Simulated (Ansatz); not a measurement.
Base system: SiC (space group P6_3mc, No. 186; a = 3.0781 Å, c = 10.0760 Å). Axes: x lies along a and z along c of the hexagonal cell.

Computed with PBEsol, PAW, 420 eV (Ansatz, an electronic-structure program; no SOC).

Before the change:

```
Quantity                              Value
---------------------  --------------------
Valence-band top at Γ  0.00, 0.00, -0.05 eV
Volume per atom                    10.33 Å³
Band gap                            2.12 eV
```

The change: biaxial strain −3.00 %, plane normal [001], relaxed out of plane (Cartesian); in-plane vectors clamped, the third vector and the atoms free.

Q: Estimate the effect on the valence-band top at Γ, volume per atom and band gap.

A: The valence-band top at Γ (three highest levels, from the VBM) becomes 0.00, 0.00, -0.50 eV (base: 0.00, 0.00, -0.05 eV); the volume per atom shrinks by 0.54 Å³, from 10.33 Å³ to 9.79 Å³; the band gap falls by 0.284 eV, from 2.12 eV to 1.83 eV.

Whether these cells are dynamically stable was not tested.
